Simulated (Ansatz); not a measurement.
Start from C in the graphite type structure (space group P6_3/mmc, No. 194; a = 2.458 Å, c = 6.563 Å; layered, stacked along the Cartesian z axis). Axes: x lies along a and z along c of the hexagonal cell.

Computed with Ansatz (a quantum-chemistry and plane-wave program), PBEsol-D3(BJ), PAW, cutoff 420 eV, without spin-orbit coupling.

Before the change:

* **Pressure**: 0.0 GPa
* **Volume per atom**: 8.59 Å³

Now apply this change: compressive biaxial strain of 3.41 % in the plane normal to [001], as in epitaxy on a mismatched substrate; the out-of-plane cell vector and the atoms relax.

Predict the new pressure.

The pressure (mean of the normal stresses, compression positive) goes from zero to 36.5 GPa.

Estimate the effect on the volume per atom.

The volume per atom drops by 0.60 Å³ to 7.99 Å³.

The mesh was chosen for an insulator and is coarse for the gapless case. No phonon test of stability was made.
